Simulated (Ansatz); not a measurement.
The parent structure is ZrS2 in the CdI2 type structure (space group P-3m1, No. 164; layered, stacked along the Cartesian z axis).

```
CELL_PARAMETERS angstrom
      3.67430     0.00000     0.00000
     -1.83715     3.18204     0.00000
      0.00000     0.00000     5.86030
ATOMIC_POSITIONS crystal
  Zr 0.00000 0.00000 0.00000
  S  0.33333 0.66667 0.24615
  S  0.66667 0.33333 0.75385
```

Cartesian axes are those of the cell as printed.

The values are results of r2SCAN+rVV10 (Ansatz, a program for electronic structure), no spin-orbit coupling, not measurements.

The change: biaxial strain +1.94 %, plane normal [001], relaxed out of plane (Cartesian); in-plane vectors clamped, the third vector and the atoms free.

Task: Estimate the effect on the in-plane stress.

Result: The mean in-plane stress (compression positive) comes out as -3.0 GPa.

Task: Predict the new out-of-plane strain.

Result: The out-of-plane strain amounts to -0.94 %.

Whether these cells are dynamically stable was not tested.
